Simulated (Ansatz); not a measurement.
```yaml
crystal:
  lattice:
    - [22.50000, 0.00000, 0.00000]
    - [0.00000, 14.50000, 0.00000]
    - [0.00000, 0.00000, 5.47856]
  atoms:
    - { symbol: S, position: [0.24725, 0.39027, 0.65633] }
    - { symbol: W, position: [0.26378, 0.50000, 0.36513] }
    - { symbol: S, position: [0.24725, 0.60973, 0.65633] }
    - { symbol: S, position: [0.32408, 0.38715, 0.15792] }
    - { symbol: W, position: [0.31808, 0.50000, 0.84433] }
    - { symbol: S, position: [0.32408, 0.61285, 0.15792] }
    - { symbol: S, position: [0.39170, 0.39436, 0.66753] }
    - { symbol: W, position: [0.39347, 0.50000, 0.32479] }
    - { symbol: S, position: [0.39170, 0.60564, 0.66753] }
    - { symbol: S, position: [0.46517, 0.39104, 0.16712] }
    - { symbol: W, position: [0.46462, 0.50000, 0.83461] }
    - { symbol: S, position: [0.46517, 0.60896, 0.16712] }
    - { symbol: S, position: [0.53483, 0.39104, 0.66712] }
    - { symbol: W, position: [0.53538, 0.50000, 0.33461] }
    - { symbol: S, position: [0.53483, 0.60896, 0.66712] }
    - { symbol: S, position: [0.60830, 0.39436, 0.16753] }
    - { symbol: W, position: [0.60653, 0.50000, 0.82479] }
    - { symbol: S, position: [0.60830, 0.60564, 0.16753] }
    - { symbol: S, position: [0.67592, 0.38715, 0.65792] }
    - { symbol: W, position: [0.68192, 0.50000, 0.34433] }
    - { symbol: S, position: [0.67592, 0.61285, 0.65792] }
    - { symbol: S, position: [0.75275, 0.39027, 0.15633] }
    - { symbol: W, position: [0.73622, 0.50000, 0.86513] }
    - { symbol: S, position: [0.75275, 0.60973, 0.15633] }
```

Level of theory: PBE (plane waves to 420 eV, PAW; Ansatz, a program for electronic structure). Mesh 1×1×6. No spin polarisation, so a magnetic state wasn't tested. Isolated but for its images some 11 Å away. An idealised model, cut from the flat sheet. Only distortions within the start's symmetry and period were free. Values not marked SOC lack spin–orbit coupling.

Tabulate the two highest filled and two lowest empty levels along the axis, from the valence top.


```json
[
 {"k (2π/c)": "0.000", "v2 (eV)": "-0.06", "v1 (eV)": "0.00", "c1 (eV)": "0.47", "c2 (eV)": "0.55"},
 {"k (2π/c)": "0.042", "v2 (eV)": "-0.05", "v1 (eV)": "0.00", "c1 (eV)": "0.48", "c2 (eV)": "0.55"},
 {"k (2π/c)": "0.083", "v2 (eV)": "-0.04", "v1 (eV)": "-0.01", "c1 (eV)": "0.52", "c2 (eV)": "0.58"},
 {"k (2π/c)": "0.125", "v2 (eV)": "-0.04", "v1 (eV)": "-0.04", "c1 (eV)": "0.58", "c2 (eV)": "0.63"},
 {"k (2π/c)": "0.167", "v2 (eV)": "-0.07", "v1 (eV)": "-0.04", "c1 (eV)": "0.66", "c2 (eV)": "0.70"},
 {"k (2π/c)": "0.208", "v2 (eV)": "-0.10", "v1 (eV)": "-0.04", "c1 (eV)": "0.71", "c2 (eV)": "0.75"},
 {"k (2π/c)": "0.250", "v2 (eV)": "-0.12", "v1 (eV)": "-0.05", "c1 (eV)": "0.71", "c2 (eV)": "0.74"},
 {"k (2π/c)": "0.292", "v2 (eV)": "-0.13", "v1 (eV)": "-0.07", "c1 (eV)": "0.71", "c2 (eV)": "0.74"},
 {"k (2π/c)": "0.333", "v2 (eV)": "-0.14", "v1 (eV)": "-0.08", "c1 (eV)": "0.71", "c2 (eV)": "0.74"},
 {"k (2π/c)": "0.375", "v2 (eV)": "-0.14", "v1 (eV)": "-0.10", "c1 (eV)": "0.71", "c2 (eV)": "0.73"},
 {"k (2π/c)": "0.417", "v2 (eV)": "-0.14", "v1 (eV)": "-0.11", "c1 (eV)": "0.72", "c2 (eV)": "0.73"},
 {"k (2π/c)": "0.458", "v2 (eV)": "-0.14", "v1 (eV)": "-0.13", "c1 (eV)": "0.72", "c2 (eV)": "0.72"},
 {"k (2π/c)": "0.500", "v2 (eV)": "-0.14", "v1 (eV)": "-0.14", "c1 (eV)": "0.72", "c2 (eV)": "0.72"}
]
```
